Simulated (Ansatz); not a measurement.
La (P6_3/mmc): band-structure transport figures

```xyz
4
Lattice="3.7631 0.0000 0.0000 -1.8816 3.2589 0.0000 0.0000 0.0000 12.1068" Properties=species:S:1:pos:R:3 pbc="T T T"
La     0.0000     0.0000     0.0000
La     0.0000     0.0000     6.0534
La     0.0000     2.1726     3.0267
La     1.8816     1.0863     9.0801
```

Calculation: PBE, rigid bands (plane waves, PAW, scalar-relativistic; Ansatz, an electronic-structure program). Condition of this run: functional PBE, cell relaxed with it. Geometry: cell and atoms relaxed with PBE.

density of states at the Fermi level: 7.28 states/(eV·cell), both spins
bare Sommerfeld coefficient: 4.3 mJ/(mol of atoms·K²)
Drude plasma energy: 3.6 (x), 3.6 (y), 4.1 (z) eV
root-mean-square Fermi velocity: 3.3e5 m/s
resistivity times τ: 38 (x), 38 (y), 28 (z) ×10⁻²² Ω·m·s

A metal at this level (no band gap); rigid bands, thermally averaged at 300 K, both spins. Spin-orbit coupling is left out. τ is one relaxation time for all states.
